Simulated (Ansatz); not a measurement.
Method: PBE (plane waves to 420 eV, PAW; Ansatz, a first-principles code).

Plane-averaged electrostatic potential energy along the normal, in eV from the Fermi level, for a constructed model of the (0001) surface of hcp Ru, a layer of Os in place of the second plane (bottom of the slab: a bare face, its two planes held):

```csv
z (Å),V (eV)
3.66,5.05
3.94,5.04
4.22,5.04
4.50,5.04
4.78,5.03
5.06,5.02
5.34,4.99
5.62,4.94
5.91,4.83
6.19,4.60
6.47,4.14
6.75,3.21
7.03,1.29
7.31,-3.11
7.59,-12.91
7.88,-23.57
8.16,-27.95
8.44,-22.98
8.72,-12.21
9.00,-3.43
9.28,-1.80
9.56,-6.84
9.84,-17.68
10.12,-26.66
10.41,-27.56
10.69,-19.77
10.97,-8.70
11.25,-2.42
11.53,-3.16
11.81,-11.09
12.09,-22.08
12.38,-28.12
12.66,-24.94
12.94,-14.79
13.22,-4.82
13.50,-1.50
13.78,-4.24
14.06,-13.78
14.34,-24.25
14.62,-28.24
14.91,-22.95
15.19,-12.15
15.47,-3.76
15.75,-2.81
16.03,-8.27
16.31,-16.17
16.59,-21.57
16.88,-22.16
17.16,-17.70
17.44,-10.12
17.72,-3.98
18.00,-4.58
18.28,-13.17
18.56,-23.61
18.84,-28.04
19.12,-23.17
19.41,-12.39
19.69,-2.90
19.97,1.24
20.25,3.08
20.53,3.99
20.81,4.44
21.09,4.66
21.38,4.78
21.66,4.83
21.94,4.86
22.22,4.87
22.50,4.88
22.78,4.89
23.06,4.89
```

Model: 6-atom slab, 10.7 Å thick at the start with caps and adatoms (thin: gaps and levels are the slab's own), 16x16x1 mesh, Fermi-Dirac 0.1 eV, dipole correction, 2 atoms held, the rest relaxed; start symmetry kept, larger cells not searched; no spin, no spin-orbit, no U. In PBE it is, or lies within 0.01 eV a 1x1 cell of, the lowest of the 2 structures of its composition computed so far; subsurface sites and larger cells were not tried.

The vacuum level lies 4.89 eV above the Fermi level over the top face and 5.05 eV above it under the bottom face.
